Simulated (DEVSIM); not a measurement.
Structure: double heterostructure, In0.53Ga0.47As between p- and n-type InP, at 350 K.

Layer 1 from the left is InP, thickness (μm) 0.340, Nd (cm⁻³) 1.3e17, τn (s) 3e-10, τp (s) 3e-10. Layer 2 from the left is In0.53Ga0.47As, thickness (μm) 0.0870, Na (cm⁻³) 2e15, τn (s) 3e-10, τp (s) 3e-10. Layer 3 from the left is InP, thickness (μm) 0.910, Na (cm⁻³) 1.1e17, τn (s) 3e-10, τp (s) 3e-10.

Left contact: ohmic. Right contact: ohmic. Voltage is applied to the left contact. Recombination: SRH at mid-gap, radiative, Auger. Mobility is constant in doping.

This is a model device: material constants are rounded textbook-type values typed into the input, and sizes, dopings and lifetimes were drawn at random. Values at 300 K; Nc and Nv go as T^1.5, mobilities as T to minus their exponent, the gap by Varshni's rule with the affinity fixed.

InP: gap (eV) 1.344, affinity (eV) 4.38, permittivity 12.5, Nc (cm⁻³) 5.7e17, Nv (cm⁻³) 1.1e19, μn (cm²/Vs) 5200, μp (cm²/Vs) 170, T exponent of μn 2, T exponent of μp 2, B (cm³/s) 1.2e-10, Cn (cm⁶/s) 9e-31, Cp (cm⁶/s) 9e-31, Varshni α (eV/K) 0.000363, Varshni β (K) 162. In0.53Ga0.47As: gap (eV) 0.74, affinity (eV) 4.51, permittivity 13.9, Nc (cm⁻³) 2.1e17, Nv (cm⁻³) 7.7e18, μn (cm²/Vs) 12000, μp (cm²/Vs) 300, T exponent of μn 1.6, T exponent of μp 1.6, B (cm³/s) 9.6e-11, Cn (cm⁶/s) 5e-29, Cp (cm⁶/s) 5e-29, Varshni α (eV/K) 0.00035, Varshni β (K) 190.

DEVSIM, 1D drift-diffusion, Boltzmann statistics, complete ionisation; no tunnelling, impact ionisation, image-force lowering or self-heating. Band offsets follow the typed affinities; no thermionic-emission limit at abrupt steps, no polarisation charge.

### Question
What does the simulation give for the dark forward voltage at 100 A/cm², the dark forward voltage at 1 A/cm²?

### Answer
dark forward voltage at 100 A/cm² 0.706 V; dark forward voltage at 1 A/cm² 0.335 V.
